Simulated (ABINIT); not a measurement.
Input and output of a self-consistent single point for FeSi2 (P1, 3 atoms in the cell) (ABINIT).

Level of theory: LDA (PW92), norm-conserving pseudopotentials (PseudoDojo nc-sr-04 LDA standard) (plane waves; ABINIT).

The change in words: lattice scaled by 0.98. Reference geometry:
```xyz
3
Lattice="2.6794 0.0000 0.0000 0.0000 2.6794 0.0000 0.0000 0.0000 5.1049" Properties=species:S:1:pos:R:3 pbc="T T T"
Fe     0.0162     0.0214     0.0772
Si     1.3851     1.4219     3.6497
Si     1.2781     1.2362     1.3780
```

Reference input (self-consistent single point, DFT, LDA (PW92), plane waves, norm-conserving pseudopotentials (PseudoDojo nc-sr-04 LDA standard)): pseudos = [Fe.upf, Si.upf]; ecut = 90 Ry; ixc = 7; occopt = 7; tsmear = 0.00367493 Ha; ngkpt = 9 9 5; nshiftk = 1; shiftk = 0 0 0; potentials = PseudoDojo nc-sr-04 LDA standard; nband = 17; kptopt = 1; nstep = 60. This run's input differs from it in these lines:

```diff
@@ -5,5 +5,5 @@
 rprim
-         5.0633510756    0.0000000000    0.0000000000
-         0.0000000000    5.0633510756    0.0000000000
-         0.0000000000    0.0000000000    9.6468062018
+         4.9620844320    0.0000000000    0.0000000000
+         0.0000000000    4.9620844320    0.0000000000
+         0.0000000000    0.0000000000    9.4538708337
 natom 3
```

Output (repeated stretches shortened):

```
--- !BeginCycle
solver: {iscf: 7, nstep: 60, nline: 4, wfoptalg: 0, }
tolerances: {tolvrs: 1.00E-10, }
...

     iter   Etot(hartree)      deltaE(h)  residm     vres2
 ETOT  1  -133.44377080469    -1.334E+02 2.207E-01 3.698E+02
 ETOT  2  -133.18218763322     2.616E-01 7.882E-02 4.193E+03
 ETOT  3  -133.35570488770    -1.735E-01 1.692E-02 3.091E+03
 ETOT  4  -133.81923076303    -4.635E-01 9.827E-03 3.300E+00
 ETOT  5  -133.81947876912    -2.480E-04 7.492E-03 3.029E+00
   [... 5 lines left out ...]
 ETOT 11  -133.81999290343    -5.185E-10 1.798E-04 1.027E-08
 ETOT 12  -133.81999290344    -9.209E-12 8.033E-05 3.922E-09
 ETOT 13  -133.81999290345    -3.212E-12 7.593E-05 4.409E-10
 ETOT 14  -133.81999290345     0.000E+00 4.105E-05 7.027E-13
 At SCF step   14       vres2   =  7.03E-13 < tolvrs=  1.00E-10 =>converged.

 Cartesian components of stress tensor (hartree/bohr^3)
  sigma(1 1)= -2.57384615E-04  sigma(3 2)= -2.19305247E-04
  sigma(2 2)= -2.47273956E-04  sigma(3 1)= -1.35547278E-04
  sigma(3 3)= -4.30355725E-04  sigma(2 1)= -4.25731359E-05

 ----iterations are completed or convergence reached----

 reduced coordinates (array xred) for    3 atoms
       0.006046000000      0.007970000000      0.015128000000
       0.516958000000      0.530675000000      0.714943000000
       0.476996000000      0.461355000000      0.269929000000
 cartesian forces (eV/Angstrom) at end:
    1     -0.49235174445335    -0.71731112769559    -1.89335469816557
    2     -0.10554531862818    -0.20860489425648     1.55503824979579
   [... lines left out ...]
 Fermi (or HOMO) energy (hartree) =   0.43566   Average Vxc (hartree)=  -0.46095
   [... lines left out ...]
total_energy        : -1.33819992903446E+02
total_energy_eV     : -3.64142719503816E+03
band_energy         : -1.03210290126449E+01
...

-Cartesian components of stress tensor (GPa)         [Pressure=  9.1697E+00 GPa]
- sigma(1 1)= -7.57251553E+00  sigma(3 2)= -6.45218204E+00
- sigma(2 2)= -7.27504973E+00  sigma(3 1)= -3.98793793E+00
- sigma(3 3)= -1.26615004E+01  sigma(2 1)= -1.25254469E+00

 Calculation completed.
```

The run converged in 14 iterations. Against the reference run the free energy goes up by 10.0 meV/atom, the pressure goes from -4.09 to 9.17 GPa and the largest force goes from 1.712 to 2.084 eV/Å.

The starting cell comes from a database of computed structures (which also holds hypothetical and non-ambient phases and stackings), without a prior relaxation at this level. Its atoms were displaced at random from the sites of space group no. 123. For this run, on top of that: lattice scaled by 0.98. Spin polarisation is off. With a pressure of about 9 GPa the cell is away from its equilibrium volume at this level. Forces in this geometry exceed 1 eV/Å.

Cost on one core of a shared machine: roughly 9 min.
